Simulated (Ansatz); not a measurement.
Take Ge in the diamond structure (space group Fd-3m, No. 227; a = 5.6762 Å) as the base. Axes: x, y, z lie along the cube axes.

The values are results of PBEsol (Ansatz, a program for electronic structure, PAW, no spin-orbit coupling), not measurements.

Before the change:

Band gap: zero

Modification: uniaxial strain ε_zz = +2.50 %, all other strain components held at zero; the atoms relax in the strained cell.

Problem. What does the calculation give for the band gap after the change?

Solution. The band gap remains zero.

Problem. How does this affect the energy relative to the base?

Solution. The energy goes up by 5.0 meV/atom.

No phonon test of stability was made. A zero or small gap of Ge can be the functional's error rather than a property of the material.
